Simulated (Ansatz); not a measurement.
**BN (model structure, started from the CsCl type, Pm-3m, No. 221, 2 atoms in the cell)**

Calculation: PBEsol (Ansatz, an electronic-structure program, plane waves, PAW).

Numerical settings: plane-wave cutoff 500 eV, 18×18×18 k mesh, Fermi–Dirac smearing 0.05 eV, scalar-relativistic PAW data made under PBE.

Cell (relaxed at this level):

```
BN
1.0
    2.30053     0.00000     0.00000
    0.00000     2.30053     0.00000
    0.00000     0.00000     2.30053
B N
1 1
Direct
  0.00000   0.00000   0.00000
  0.50000   0.50000   0.50000
```

| Quantity | Value |
|---|---|
| band gap | zero (no gap) |

Note: the relaxation could raise the start's symmetry but not lower it, so the cell can be a saddle point.

Static lattice: no zero-point or thermal effects.

Computing time: around 14 core-seconds (rough).

A model structure was made by putting elements into a prototype or built by hand; it is no filed structure, need not be a known phase, and can be a saddle point held by its symmetry.
